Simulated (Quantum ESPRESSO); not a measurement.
A self-consistent single point of BN (F-43m, 2 atoms in the cell) with Quantum ESPRESSO.

Method of the run: PBE, GBRV 1.5 ultrasoft (PBE) pseudopotentials (plane waves; Quantum ESPRESSO).

```xyz
2
Lattice="0.0000 1.8270 1.8270 1.8270 0.0000 1.8270 1.8270 1.8270 0.0000" Properties=species:S:1:pos:R:3 pbc="T T T"
B      0.0000     0.0000     0.0000
N      2.7404     2.7404     2.7404
```

Reference input (self-consistent single point, DFT, PBE, plane waves, GBRV 1.5 ultrasoft (PBE) pseudopotentials): ecutwfc = 40 Ry; ecutrho = 200 Ry; occupations = smearing; smearing = fermi-dirac; degauss = 0.000734986 Ry; potentials = {B: b_pbe_v1.4.uspp.F.UPF, N: n_pbe_v1.2.uspp.F.UPF}; K_POINTS = automatic 15 15 15 1 1 1; conv_thr = 1e-09 Ry. This run's input differs from it in these lines:

```diff
@@ -32,3 +32,3 @@
 K_POINTS automatic
-15 15 15  1 1 1
+12 12 12  0 0 0
```

Output (repeated stretches shortened):

```
     Self-consistent Calculation

     iteration #  1     ecut=    40.00 Ry     beta= 0.70

     total energy              =     -26.64604534 Ry
     estimated scf accuracy    <       0.21017873 Ry

     iteration #  2     ecut=    40.00 Ry     beta= 0.70

     total energy              =     -26.68990883 Ry
     estimated scf accuracy    <       0.09244197 Ry

     iteration #  3     ecut=    40.00 Ry     beta= 0.70

     total energy              =     -26.70944591 Ry
     estimated scf accuracy    <       0.00143641 Ry

   [... 2 blocks of this kind left out ...]

     iteration #  6     ecut=    40.00 Ry     beta= 0.70

     total energy              =     -26.70967368 Ry
     estimated scf accuracy    <          3.4E-09 Ry

     iteration #  7     ecut=    40.00 Ry     beta= 0.70
     End of self-consistent calculation

     the Fermi energy is    14.1400 ev

!    total energy              =     -26.70967369 Ry
     estimated scf accuracy    <          4.6E-10 Ry
     smearing contrib. (-TS)   =       0.00000000 Ry
     internal energy E=F+TS    =     -26.70967369 Ry

     convergence has been achieved in   7 iterations

     Forces acting on atoms (cartesian axes, Ry/au):

     atom    1 type  1   force =     0.00000000    0.00000000    0.00000000
     atom    2 type  2   force =     0.00000000    0.00000000    0.00000000

     Total force =     0.000000     Total SCF correction =     0.000000

          total   stress  (Ry/bohr**3)                   (kbar)     P=      -86.80
  -0.00059007   0.00000000   0.00000000          -86.80        0.00        0.00
   0.00000000  -0.00059007   0.00000000            0.00      -86.80        0.00
   0.00000000   0.00000000  -0.00059007            0.00        0.00      -86.80

   JOB DONE.
```

The run converged in 7 iterations. Against the reference run the free energy is nearly the same (within 1 meV/atom), the pressure stays at -8.68 GPa and the gap on the mesh goes from 4.563 to 4.439 eV.

The starting cell comes from a database of computed structures (which also holds hypothetical and non-ambient phases and stackings), without a prior relaxation at this level. Its lattice was rescaled by a random factor within 2.5 % of one.
